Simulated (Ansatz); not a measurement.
## Effect of uniaxial strain ε_zz = +2.00 % on CuI

Base system: CuI in the zinc blende structure (space group F-43m, No. 216; a = 5.8619 Å). Axes: x, y, z lie along the cube axes.

Now apply this change: the cell is stretched by 2.00 % along z with no lateral relaxation, atoms relaxed at fixed cell.

All numbers come from LDA/PAW in Ansatz (an electronic-structure program), no spin-orbit coupling. Γ-centred 10×10×10 mesh, Fermi–Dirac width 0.05 eV.

```csv
quantity,base,changed,shift
volume per atom,25.18 Å³,25.68 Å³,+0.50 Å³
space group,F-43m (No. 216),I-4m2 (No. 119),–
energy relative to the base (free energy F),0 meV/atom,+2.2 meV/atom,+2.2 meV/atom
"pressure (mean of the normal stresses, compression positive)",0.00 GPa,-1.07 GPa,-1.07 GPa
band gap,1.22 eV,1.15 eV,-0.07 eV
gap character,direct at Γ,direct at Γ,–
electron mass,0.14 mₑ (at Γ),0.14 mₑ (at Γ),–
"valence-band top at Γ (three highest levels, from the VBM)","0.00, 0.00, 0.00 eV","0.00, 0.00, -0.04 eV",–
"valley order (the lowest conduction-band minima on the path, energy above the VBM, named in the base's zone)",Γ 1.22 eV; L along ⟨111⟩ 2.12 eV; X along ⟨100⟩ 2.41 eV,Γ 1.15 eV; L along [111] 2.08 eV; X along [010] 2.40 eV; X along [001] 2.50 eV,–
"stress (xx, yy, zz, yz, xz, xy; compression positive)",–,"(-0.92, -0.92, -1.37, 0.00, 0.00, 0.00) GPa",–
```

Cost of the whole job for the changed cell (relaxation, final SCF and bands): about 50 core-seconds (a rough figure).

With I present, leaving out spin-orbit coupling can change the band edges. Effective masses come from finite differences of ±0.01 Å⁻¹. Whether these cells are dynamically stable was not tested. All final runs are without spin polarisation. k-point labels follow each cell's own Brillouin zone.
